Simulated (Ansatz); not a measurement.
# Ru under a change: pressure −2 GPa

The reference is Ru in the hcp (Mg type) structure (space group P6_3/mmc, No. 194; a = 2.722 Å, c = 4.291 Å).

Modification: hydrostatic tension (pressure −2 GPa).

Level of theory: DFT with PBE, PAW potentials and a 420 eV plane-wave cutoff in Ansatz (a first-principles code), without spin-orbit coupling. k-mesh 20×20×11 (Γ-centred); smearing 0.05 eV (Fermi–Dirac).

```tsv
quantity	base	changed	shift
volume per atom	13.77 Å³	13.86 Å³	+0.09 Å³
lattice parameter a	5.144 bohr	5.156 bohr	+0.012 bohr
c/a ratio	1.576	1.576	-0.0005
shortest interatomic distance	5.026 bohr	5.036 bohr	+0.010 bohr
enthalpy H = E + PV relative to the base's energy	–	-0.17 eV/atom	–
band gap	zero	zero	–
```

Cost of the whole job for the changed cell (relaxation, final SCF and bands): roughly 20 core-seconds.

Load acts through the strain it causes; cell and atoms are relaxed under it. Stability against distortions was not tested. All final runs are without spin polarisation.
